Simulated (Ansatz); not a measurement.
Worked example: self-consistent single point of CsLuS₂ (P6_3/mmc, 8 atoms in the cell) in Ansatz (a program for electronic structure).

Computed with LDA (PW92), PAW files made with PBE (plane waves; Ansatz).

The change in words: lattice scaled by 0.98. Reference geometry:
```
CELL_PARAMETERS angstrom
      3.98921     0.00000     0.00000
     -1.99460     3.45476     0.00000
      0.00000     0.00000    16.05658
ATOMIC_POSITIONS crystal
  Cs 0.33333 0.66667 0.25000
  Cs 0.66667 0.33333 0.75000
  Lu 0.00000 0.00000 0.50000
  Lu 0.00000 0.00000 0.00000
  S  0.33333 0.66667 0.91088
  S  0.66667 0.33333 0.08912
  S  0.66667 0.33333 0.41088
  S  0.33333 0.66667 0.58912
```

Reference input (self-consistent single point, DFT, LDA (PW92), plane waves, PAW files made with PBE): kpoints.mp_grid.grid = 5 5 1; hamiltonian.xc = lda; hamiltonian.pseudopotentials = {kind: paw} (the program's default PAW files); scf.occupations.method = fixed. This run's input differs from it in these lines:

```diff
@@ -3,5 +3,5 @@
   lattice:
-    - [3.989210, 0.000000, 0.000000]
-    - [-1.994605, 3.454757, 0.000000]
-    - [0.000000, 0.000000, 16.056580]
+    - [3.909426, 0.000000, 0.000000]
+    - [-1.954713, 3.385662, 0.000000]
+    - [0.000000, 0.000000, 15.735448]
   atoms:
```

Output, abridged:

```
SCF iter   1: F=—  HF=-43490.908446 eV  |F-HF|=—  |Δ(HF+E_count)|=         —  Δρ=3.13e-2  dr2=2.14e0  ethr=3.10e-3  ⟨swp⟩=7.0  Hψ=1097  notcnv=0  defer=34
all-band conjugate gradients solve this SCF's bands
preconditioner: auto → Resta (q_TF=auto, 2.381 Å⁻¹)
SCF iter   2: F=—  HF=-43490.395920 eV  |F-HF|=—  |Δ(HF+E_count)|=   5.13e-1  Δρ=1.37e-2  dr2=5.35e-1  ethr=2.33e-3  ⟨swp⟩=4.0  Hψ=595  notcnv=0  defer=38
   [... lines left out ...]
SCF iter   6: F=—  HF=-43490.164476 eV  |F-HF|=—  |Δ(HF+E_count)|=   4.01e-4  Δρ=3.07e-4  dr2=1.87e-4  ethr=1.07e-6  ⟨swp⟩=2.8  Hψ=577  notcnv=0  defer=40
SCF iter   7: F=—  HF=-43490.164578 eV  |F-HF|=—  |Δ(HF+E_count)|=   1.02e-4  Δρ=7.60e-5  dr2=1.38e-5  ethr=2.04e-7  ⟨swp⟩=2.6  Hψ=502  notcnv=0  defer=40
SCF iter   8: F=—  HF=-43490.164742 eV  |F-HF|=—  |Δ(HF+E_count)|=   1.63e-4  Δρ=3.04e-5  dr2=1.63e-6  ethr=1.50e-8  ⟨swp⟩=2.8  Hψ=598  notcnv=0  defer=39
SCF iter   9: F=-43490.164742 eV  HF=-43490.164742 eV  |F-HF|=1.17e-8  |Δ(HF+E_count)|=   2.12e-7  Δρ=6.74e-6  dr2=9.68e-8  ethr=1.09e-10  ⟨swp⟩=20.4  Hψ=2953  notcnv=0
SCF 1 converged in 9 iterations: F = -43490.164742 eV  dr2 = 9.68e-8
Free energy (F): -43490.164742 eV
Internal energy: -43490.164742 eV  (E = F + TS)
E sigma→0 (E₀):  -43490.164742 eV
Fermi energy:    8.089753 eV
--- Forces (eV/Å), atoms counted from 1 ---
  atom   1  Cs     0.00000000     0.00000000     0.00000000
  atom   2  Cs     0.00000000    -0.00000000     0.00000000
  atom   3  Lu    -0.00000000    -0.00000000     0.00000000
  atom   4  Lu    -0.00000000    -0.00000000     0.00000000
  atom   5  S      0.00000000    -0.00000000    -0.24232975
  atom   6  S     -0.00000000     0.00000000     0.24232975
  atom   7  S     -0.00000000     0.00000000    -0.24232975
  atom   8  S      0.00000000    -0.00000000     0.24232975
--- Stress (GPa, compression-positive) ---
       -0.108142       0.000000       0.000000
       -0.000000      -0.108142       0.000000
        0.000000       0.000000      -0.541586
  P = ⅓ Tr σ = -0.2526 GPa (-2.526 kbar)
  The stress holds the Pulay correction. Without it, at fixed plane waves, as pw.x and ABINIT print it: P = -0.2806 GPa
```

The run converged in 9 iterations. Against the reference run the free energy falls by 19.5 meV/atom, the pressure goes from -3.42 to -0.25 GPa, the largest force goes from 0.077 to 0.242 eV/Å and the gap on the mesh goes from 1.996 to 1.861 eV.

The starting cell comes from a database of computed structures (which also holds hypothetical and non-ambient phases and stackings), without a prior relaxation at this level. For this run, on top of that: lattice scaled by 0.98. Spin-orbit coupling is off. Ansatz's pressure includes its estimate of the finite-basis (Pulay) stress.

Keys are those of Ansatz 0.2.
